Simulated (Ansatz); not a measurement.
A self-consistent single point of SbAs (R3m, 2 atoms in the cell) with Ansatz (a program for electronic structure)

Computed with LDA (PW92), default PAW files made with PBE (plane waves; Ansatz).

Input as run:

Ansatz 0.2 input:
```yaml
# SbAs
crystal:
  lattice:
    - [2.026617, 1.170068, 3.705443]
    - [-2.026617, 1.170068, 3.705443]
    - [0.000000, -2.340135, 3.705443]
  atoms:
    - { symbol: Sb, position_ang: [0.000000, 0.000000, 2.596752] }
    - { symbol: As, position_ang: [-0.000000, 0.000001, 8.569545] }
basis:
  ecutwfc: 420.0
kpoints:
  mp_grid: { grid: [10, 10, 10] }
hamiltonian:
  xc: lda
  pseudopotentials: { kind: paw }
scf:
  occupations: { method: fermi_dirac, width: 0.1 }
output:
  forces: true
  eigenvalues: true
  stress: true
```

The program printed (abridged):

```
WARN ansatz: RAYON_NUM_THREADS=1 ignored (pool sized by the plan → 1); use --threads N
Pseudopotentials: kind: paw
Pseudopotential: Sb, paw, valence charge 15
Pseudopotential: As, paw, valence charge 15
Crystal: 2 atoms, lattice volume = 52.720 Å³
Basis set: ecut = 420 eV, 1015 PW (Γ)
Bands: 19, of which v1, the nominal top of the filled ones, is band 15 counted from 1 (14 counted from 0)
Symmetry: 6 space group operations
Space group: R3m (ITA 160), of the structure as read, at distance tolerance 3.7e-5 Å
k-points: 116 of 1000 (time reversal used)
PAW frozen core: Sb, regenerated for the run's functional, and the local potential with it
PAW frozen core: As, regenerated for the run's functional, and the local potential with it
Initial density: superposition of atomic densities (neutral atoms: chi_scale 0, normalization atom), corrected by the library's trained network
Initial wavefunctions: pseudopotential atomic-orbital guess
Eigensolver: davidson
Functional: x = slater, c = lda
SCF iter   1: F=—  HF=-11109.477073 eV  |F-HF|=—  |Δ(HF+E_count)|=         —  Δρ=5.74e-3  dr2=1.08e-2  ethr=1.77e-3  ⟨swp⟩=5.7  Hψ=10814  notcnv=0
all-band conjugate gradients solve this SCF's bands
preconditioner: auto → Kerker (q_TF=auto, 2.484 Å⁻¹)
SCF iter   2: F=—  HF=-11109.472879 eV  |F-HF|=—  |Δ(HF+E_count)|=   4.19e-3  Δρ=3.23e-3  dr2=3.30e-3  ethr=3.62e-5  ⟨swp⟩=1.6  Hψ=3238  notcnv=0
SCF iter   3: F=—  HF=-11109.471805 eV  |F-HF|=—  |Δ(HF+E_count)|=   1.07e-3  Δρ=4.74e-4  dr2=1.86e-4  ethr=1.10e-5  ⟨swp⟩=2.9  Hψ=3501  notcnv=0
SCF iter   4: F=—  HF=-11109.471734 eV  |F-HF|=—  |Δ(HF+E_count)|=   7.14e-5  Δρ=2.08e-4  dr2=3.18e-5  ethr=6.20e-7  ⟨swp⟩=2.0  Hψ=3928  notcnv=0
SCF iter   5: F=—  HF=-11109.471719 eV  |F-HF|=—  |Δ(HF+E_count)|=   1.51e-5  Δρ=4.54e-5  dr2=1.70e-6  ethr=1.06e-7  ⟨swp⟩=2.0  Hψ=3948  notcnv=0
SCF iter   6: F=—  HF=-11109.471718 eV  |F-HF|=—  |Δ(HF+E_count)|=   9.04e-7  Δρ=2.50e-5  dr2=5.46e-7  ethr=5.66e-9  ⟨swp⟩=2.0  Hψ=3948  notcnv=0
SCF iter   7: F=-11109.471718 eV  HF=-11109.471718 eV  |F-HF|=1.72e-8  |Δ(HF+E_count)|=   2.16e-7  Δρ=8.88e-6  dr2=7.66e-8  ethr=3.33e-10  ⟨swp⟩=3.1  Hψ=9070  notcnv=0
SCF 1 converged in 7 iterations: F = -11109.471718 eV  dr2 = 7.66e-8
SCF converged after 7 iterations
Free energy (F): -11109.471718 eV
Harris-Foulkes:  -11109.471718 eV  (|F-HF|=1.72e-8)
Internal energy: -11109.461725 eV  (E = F + TS)
E sigma→0 (E₀):  -11109.466721 eV
Entropy (-TS):   -0.009993 eV (-4.996 meV/atom)
Fermi energy:    9.687391 eV
--- Per-component energies (eV) ---
  E_band       = -420.449823
  E_kinetic    = 310.673318
  E_local      = -3338.885305  (includes V_loc(G=0)·N_el)
  E_nonlocal   = -299.524002
  E_hartree    = 1675.268545
  E_xc         = -216.686236
  E_vxc        = -176.642740  (∫ρ·V_xc dr)
  E_paw        = -6179.205224  (= ΣΔE_a)
  E_vpaw       = -266.603849  (= ΣTr[D̂ρ^β])
  E_aug_tail   = 0.000007  (compensation charges beyond the density's cutoff)
  E_ewald      = -3063.736882
  E_core_change = 2.634054  (= ΣΔE_core)
  E_smearing   = -0.009993  (= −TS)
  E_closure    = 0.000000  (closes the sum)
  Σ components = -11109.471718   (vs F -11109.471718, Δ=0.00e0)
--- Forces (eV/Å), atoms counted from 1 ---
  atom   1  Sb     0.00000000    -0.00000001    -0.20661090
  atom   2  As     0.00000000     0.00000001     0.20661391
  max |Σ_I F_I| component: 3.01e-6 eV/Å
--- Stress (GPa, compression-positive) ---
       -3.036108      -0.000000      -0.000000
        0.000000      -3.036108      -0.000000
        0.000000      -0.000000      -4.144833
  P = ⅓ Tr σ = -3.4057 GPa (-34.057 kbar)
  The stress holds the Pulay correction. Without it, at fixed plane waves, as pw.x and ABINIT print it: P = -3.4406 GPa
--- Band table (eV; the first three rows and the last of 116) ---
  k-point 0: bands = ["-26.3414", "-26.3414", "-26.3331", "-26.3331", "-26.3288", "-19.5818", "-19.5818", "-19.5559", "-19.5559", "-19.5497", "-3.9083", "4.0417", "7.3503", "7.9878", "7.9878", "11.8034", "12.5988", "12.5988", "15.7755"]
  k-point 1: bands = ["-26.3414", "-26.3413", "-26.3331", "-26.3331", "-26.3287", "-19.5821", "-19.5810", "-19.5563", "-19.5562", "-19.5491", "-3.7927", "3.6629", "7.4190", "7.9353", "7.9819", "11.8378", "12.2596", "12.3756", "15.1388"]
  k-point 2: bands = ["-26.3413", "-26.3410", "-26.3330", "-26.3330", "-26.3286", "-19.5827", "-19.5789", "-19.5570", "-19.5567", "-19.5475", "-3.4502", "2.7293", "7.4122", "7.8130", "8.1727", "11.3460", "11.6870", "11.8136", "14.9983"]
  k-point 115: bands = ["-26.3413", "-26.3413", "-26.3327", "-26.3327", "-26.3286", "-19.5833", "-19.5833", "-19.5540", "-19.5540", "-19.5479", "-2.6003", "0.2777", "8.3719", "8.3719", "9.1639", "10.3300", "10.3300", "11.1148", "16.9777"]
```

The run converged in 7 iterations.

The starting cell comes from a database of computed structures (which also holds hypothetical and non-ambient phases and stackings), without a prior relaxation at this level. Its lattice was rescaled by up to half a per cent. One atom was moved a little off its site on purpose. Spin-orbit coupling is off. With a pressure of about -3 GPa the cell is away from its equilibrium volume at this level. Ansatz's pressure includes its estimate of the finite-basis (Pulay) stress. The run gives no clean gap (levels at the Fermi energy touch, overlap or are partly filled at this smearing), which alone does not show that the compound is a metal.
